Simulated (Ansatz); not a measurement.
Here is the system:

```
NaI
1.0
    0.00000     3.26507     3.26507
    3.26507     0.00000     3.26507
    3.26507     3.26507     0.00000
Na I
1 1
Direct
  0.00000   0.00000   0.00000
  0.50000   0.50000   0.50000
```

No spin polarisation.

Computed with DFT with PBEsol, PAW potentials and a 420 eV plane-wave cutoff in Ansatz (a first-principles code), scalar-relativistic without spin-orbit coupling. Γ-centred 9×9×9 mesh, Fermi–Dirac width 0.05 eV.

Question: Predict the band gap.

Answer: 3.45 eV.

Question: What width of the top valence band does the calculation give?

Answer: 0.90 eV.

With I present, leaving out spin-orbit coupling can change the band edges. The cells carry an imposed strain or load. No phonon test of stability was made. The cell was made from NaI in the rock salt structure (space group Fm-3m, No. 225) by this change: isotropic strain +2.00 %.
